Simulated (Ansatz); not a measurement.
The reference is OsO2 in the CdI2 type structure (space group P-3m1, No. 164; a = 2.769 Å, c = 5.101 Å; a hypothetical phase, not in the database extracts checked; layered, stacked along the Cartesian z axis; relaxed with 0.1 eV smearing). Axes: x lies along a and z along c of the hexagonal cell.

Method: PBE-D3(BJ) (Ansatz, a first-principles code), scalar-relativistic without spin-orbit coupling.

Perturbation: the cell is stretched by 2.48 % along x with no lateral relaxation, atoms relaxed at fixed cell.

Question: What happens to the stress?

Answer: The stress (xx, yy, zz, yz, xz, xy; compression positive) is (-4.5, -1.9, -0.6, 0.1, 0.0, 0.0) GPa.

Question: Predict the new energy relative to the base.

Answer: The energy goes up by 4.5 meV/atom.

The cells carry an imposed strain or load. Whether these cells are dynamically stable was not tested. No Hubbard U is applied, and correlation can decide whether such a compound is a metal. The final runs are not spin-polarised.
